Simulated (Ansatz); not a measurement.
What uniaxial stress, 0.5 GPa tension along z does to W

The parent structure is W in the bcc (W type) structure (space group Im-3m, No. 229; a = 3.184 Å; relaxed with 0.1 eV smearing). Axes: x, y, z lie along the cube axes.

Now apply this change: uniaxial stress, 0.5 GPa tension along z, with the cell and atoms free to relax against it.

The values are results of Ansatz (an electronic-structure program) PBE, without spin-orbit coupling, not measurements. Settings: 29×29×29 k-points, 0.1 eV Fermi–Dirac smearing.

```csv
quantity,base,changed,shift
space group,Im-3m (No. 229),I4/mmm (No. 139),–
shortest interatomic distance,2.757 Å,2.758 Å,+0.001 Å
energy relative to the base (free energy F),0 meV/atom,0.0 meV/atom,0.0 meV/atom
band gap,zero,zero,–
"strain response (xx, yy, zz)",–,"(−0.04, −0.04, +0.13) %",–
```

Final structure:

```
W
1.0
   -1.59134     1.59134     1.59393
    1.59134    -1.59134     1.59393
    1.59134     1.59134    -1.59393
W
1
Cartesian
  0.00000   0.00000   0.00000
```

Beyond what the load breaks, stability against distortions was not tested. The final runs are not spin-polarised.
